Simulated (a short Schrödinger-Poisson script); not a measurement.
## Symmetric double-gate stack, SiO2 on p-type GaN

System: symmetric double-gate stack, SiO2 on p-type GaN, at 400 K.

```tsv
layer	material	thickness (nm)	Na (cm⁻³)
1	SiO2	2.5	-
2	GaN	20	1e17
3	SiO2	2.5	-
```

Constants are typed, rounded textbook-type inputs, not results; the design itself was drawn at random and stands for no fabricated device. SiO2: permittivity 3.9, conduction-band edge (eV) 3.2, gap (eV) 9, electron mass (mₑ) 0.5. GaN: permittivity 9.5, conduction-band edge (eV) 0, gap (eV) 3.43, Nv at 300 K (cm⁻³) 4.6e19.

Channel valleys (confinement mass, in-plane density-of-states mass, number): Γ 0.2, 0.2, 1. At the gates, both at one voltage, the conduction-band edge of layer 1 lies 3.54 eV − eVg above the Fermi level of the channel. Gaps are held at their typed values at every temperature. Mesh 0.03 nm at interfaces.

From a short Schrödinger-Poisson script (our own, NumPy): 1D Poisson equation in equilibrium, electrons quantum, Hartree (BenDaniel-Duke, 12 states a valley, the channel's in-plane mass for all, wave functions free to enter the dielectric), parabolic valleys, classical holes, full ionisation, no traps, pinning or gate leakage.

```csv
Vg (V),electrons (cm⁻²),C (μF/cm²),Γ E0 (meV),Γ E1 (meV)
-0.1,9.51e6,< 0.003,464.1,475.6
0,1.73e8,< 0.003,364.1,375.6
0.1,3.12e9,0.0146,264.4,275.9
0.2,4.97e10,0.204,169.2,180.3
0.3,3.68e11,0.849,101.0,109.6
0.4,1.06e12,1.31,65.3,70.1
0.5,1.96e12,1.56,42.9,45.2
0.6,2.98e12,1.71,25.7,26.8
0.7,4.09e12,1.82,11.5,12.0
0.8,5.25e12,1.90,-0.9,-0.6
0.9,6.45e12,1.96,-12.1,-11.9
1,7.69e12,2.01,-22.3,-22.2
1.1,8.96e12,2.04,-31.8,-31.8
1.2,1.02e13,2.07,-40.9,-40.8
1.3,1.15e13,2.10,-49.5,-49.5
1.4,1.29e13,2.12,-57.9,-57.9
1.5,1.42e13,2.14,-66.0,-66.0
1.6,1.55e13,2.16,-74.0,-74.0
1.7,1.69e13,2.17,-81.8,-81.8
1.8,1.82e13,2.19,-89.5,-89.5
```

Gate voltages with under 1e6 electrons/cm² are left out.

Subbands count from the Fermi level. The capacitance is that of both gates.

In real p-type GaN the Mg acceptor is only partly ionised, and so wide a gap doesn't supply an inversion layer without source and drain.
